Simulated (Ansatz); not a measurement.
```yaml
crystal:
  lattice:
    - [3.82972, 0.00000, 0.00000]
    - [0.00000, 3.82972, 0.00000]
    - [1.91486, -1.91486, 2.67840]
  atoms:
    - { symbol: Zn, position: [0.00000, 0.00000, 0.00000] }
    - { symbol: S, position: [0.75000, 0.75000, 0.50000] }
```

No spin polarisation.

The values are results of r2SCAN (Ansatz, a quantum-chemistry and plane-wave program; PAW; 500 eV plane waves; spin-orbit coupling left out), not measurements. k-mesh 11×11×11 (Γ-centred); smearing 0.05 eV (Fermi–Dirac).

### Question
Estimate the band gap.

### Answer
2.66 eV.

### Question
Predict the gap character.

### Answer
Direct at Γ.

The cells carry an imposed strain or load. Stability against distortions was not tested. The cell was made from ZnS in the zinc blende structure (space group F-43m, No. 216) by this change: biaxial strain +0.50 %, plane normal [001], relaxed out of plane.
